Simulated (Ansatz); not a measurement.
Here is the system:

```
CELL_PARAMETERS angstrom
      4.27613     0.00000     0.00000
      2.13807     3.70324     0.00000
      0.00000     0.00000     7.06011
ATOMIC_POSITIONS crystal
  Cd 0.33333 0.33333 0.00142
  Cd 0.66667 0.66667 0.50142
  Se 0.33333 0.33333 0.37458
  Se 0.66667 0.66667 0.87458
```

No spin polarisation.

Computed with PBEsol, PAW, 420 eV (Ansatz, a first-principles code; without spin-orbit coupling). Settings: 9×9×5 k-points, 0.05 eV Fermi–Dirac smearing.

What is the computed width of the top valence band?

1.78 eV.

What is the computed mean in-plane stress (compression positive)?

+0.5 GPa.

What band gap does the calculation give?

0.53 eV.

The cells carry an imposed strain or load. Stability against distortions was not tested. The cell was made from CdSe in the wurtzite structure (space group P6_3mc, No. 186) by this change: biaxial strain −0.60 %, plane normal [001], relaxed out of plane.
